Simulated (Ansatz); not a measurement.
Bond-angle distributions (per cent of the angles at each element, bins of 10°) of a relaxed model of amorphous Hf16Ti2O36 at 8.08 g/cm³. All values below come from PBE, scalar-relativistic without spin-orbit coupling (plane waves to 420 eV, PAW; Ansatz, a program for electronic structure).

Preparation: random packing, a CHGNet melt and quench, and a DFT relaxation. O atoms were pushed apart under 1.9 Å during the dynamics, to hinder bonds among them. The hot cell started wider than the set density and was brought back towards it in steps. It is the lowest in DFT energy of 2 quenches. It is a model cell: composition and starting density were chosen by hand, and all elements were melted together. No dispersion term was used. Its density started from a set value of 8.35 and ended at 8.08 g/cm³. The simulated quench (nominally 380 K/ps over its main leg) is rapid and tends to freeze in more defects than a deposited or slowly cooled glass has. A cell of this size samples the disorder only roughly. Volume and shape were free in the relaxation.

Cut-offs for bonds: Hf-Hf 3.34 Å, Hf-Ti 3.23 Å, Hf-O 2.64 Å, Ti-Ti 3.12 Å, Ti-O 2.49 Å, O-O 1.58 Å. Two cations that share two anions don't count as bonded, nor two that share one unless they lie closer than Hf-Hf 3.25 Å, Hf-Ti 3.15 Å, Ti-Ti 3.04 Å.

```
angle (°)  at Hf  at O
---------  -----  ----
50-60          0     0
60-70          5     0
70-80         25     0
80-90         14     4
90-100        13    22
100-110        8    28
110-120        7     9
120-130        7    13
130-140        5     8
140-150        7     8
150-160        4     8
160-170        3     0
170-180        2     0
```

They go with these counts of neighbours within the cut-offs, cation contacts included: Hf mean 6.1, most often 6; O mean 3.0, most often 3.
